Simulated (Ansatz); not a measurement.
# What isotropic strain −1.89 % does to TiAl

Base system: TiAl (space group P4/mmm, No. 123; a = 2.813 Å, c = 4.058 Å).

It is then changed as follows: every lattice vector is shortened by 1.89 %, atoms relaxed at fixed cell.

Method: r2SCAN (Ansatz, an electronic-structure program, PAW, no SOC). k-mesh 16×16×12 (Γ-centred); smearing 0.05 eV (Fermi–Dirac).

```json
[
 {"quantity": "volume per atom", "base": "16.06 Å³", "changed": "15.16 Å³", "shift": "-0.893 Å³"},
 {"quantity": "shortest interatomic distance", "base": "2.813 Å", "changed": "2.760 Å", "shift": "-0.053 Å"},
 {"quantity": "energy relative to the base (free energy F)", "base": "0 meV/atom", "changed": "+21 meV/atom", "shift": "+21 meV/atom"},
 {"quantity": "pressure (mean of the normal stresses, compression positive)", "base": "0.0 GPa", "changed": "7.7 GPa", "shift": "+7.7 GPa"},
 {"quantity": "band gap", "base": "zero", "changed": "zero", "shift": "–"}
]
```

Final structure:

```
CELL_PARAMETERS angstrom
      2.75976     0.00000     0.00000
      0.00000     2.75976     0.00000
      0.00000     0.00000     3.98170
ATOMIC_POSITIONS crystal
  Al 0.50000 0.50000 0.50000
  Ti 0.00000 0.00000 0.00000
```

Stability against distortions was not tested. All final runs are without spin polarisation.
